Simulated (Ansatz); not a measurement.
Band structure of LiCuS2 (Pnnm, 8 atoms in the cell).

```xyz
8
Lattice="5.9655 0.0000 0.0000 0.0000 6.6546 0.0000 0.0000 0.0000 3.3750" Properties=species:S:1:pos:R:3 pbc="T T T"
Li     0.0000     3.3273     1.6875
Li     2.9828     0.0000     0.0000
Cu     0.0000     0.0000     0.0000
Cu     2.9828     3.3273     1.6875
S      1.0980     5.6834     1.6875
S      4.8675     0.9712     1.6875
S      4.0808     4.2985     0.0000
S      1.8848     2.3561     0.0000
```

Method: PBEsol, PAW files made with PBE (plane waves; Ansatz, an electronic-structure program).

Settings: basis.ecutwfc = 30.9 Ry; kpoints.mp_grid.grid = 3 3 5; hamiltonian.xc = pbesol; hamiltonian.pseudopotentials = {kind: paw} (the program's default PAW files); scf.occupations.method = fixed; kpoints.band_path.npoints = 8.

The starting cell comes from a database of computed structures (which also holds hypothetical and non-ambient phases and stackings), without a prior relaxation at this level.

Question: Predict the gap along the standard path and the places of the band edges.

Answer: The gap along the path is 0.52 eV, from Γ to a point between Γ and X; the smallest direct gap on it is 0.99 eV.

Levels in eV from the top of the valence band on the path, bands 31 to 38:
| point | 31 | 32 | 33 | 34 | 35 | 36 | 37 | 38 |
|---|---|---|---|---|---|---|---|---|
| Γ | -0.79 | -0.15 | -0.01 | 0.00 | 1.48 | 1.57 | 4.59 | 4.70 |
| X | -1.41 | -1.41 | -0.76 | -0.76 | 0.56 | 0.56 | 4.14 | 4.14 |
| S | -1.16 | -1.16 | -0.88 | -0.88 | 1.30 | 1.30 | 4.87 | 4.87 |
| Y | -0.64 | -0.64 | -0.21 | -0.21 | 1.45 | 1.45 | 5.09 | 5.09 |
| Z | -1.21 | -1.21 | -0.18 | -0.18 | 1.54 | 1.54 | 5.80 | 5.80 |
| U | -1.57 | -1.57 | -0.60 | -0.60 | 1.29 | 1.29 | 4.34 | 4.34 |
| R | -1.00 | -1.00 | -0.85 | -0.85 | 0.64 | 0.64 | 4.38 | 4.38 |
| T | -0.81 | -0.81 | -0.45 | -0.45 | 1.41 | 1.41 | 5.33 | 5.33 |

Keys are those of Ansatz 0.2.
